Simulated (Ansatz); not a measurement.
Base system: GaN in the wurtzite structure (space group P6_3mc, No. 186).

```xyz
4
Lattice="3.1831 0.0000 0.0000 -1.5916 2.7567 0.0000 0.0000 0.0000 5.1836" Properties=species:S:1:pos:R:3 pbc="T T T"
Ga     1.5916     0.9189     0.0051
Ga     0.0000     1.8378     2.5969
N      1.5916     0.9189     3.2357
N      0.0000     1.8378     0.6439
```

Calculations: r2SCAN (Ansatz, an electronic-structure program), no SOC.

Before the change:

```
Item                                  Value
---------------------  --------------------
Band gap                            2.35 eV
c/a ratio                             1.628
Valence-band top at Γ  0.00, 0.00, -0.04 eV
Volume per atom                    11.37 Å³
```

The change: every N is replaced by Sb, then cell and atoms are relaxed.

### Question
What does the calculation give for the band gap, c/a ratio, valence-band top at Γ and volume per atom after the change?

### Answer
The band gap drops by 1.95 eV, from 2.35 eV to 0.40 eV; the c/a ratio increases by 0.022 to 1.650; the valence-band top at Γ (three highest levels, from the VBM) changes from 0.00, 0.00, -0.04 eV to 0.00, 0.00, -0.21 eV; the volume per atom increases by 17.45 Å³ (11.37 Å³ → 28.82 Å³).

With Sb present, leaving out spin-orbit coupling can change the band edges. Stability against distortions was not tested. For GaSb in this form, whether it has been made was not checked. This is not the structure that GaSb has at room temperature and ambient pressure.
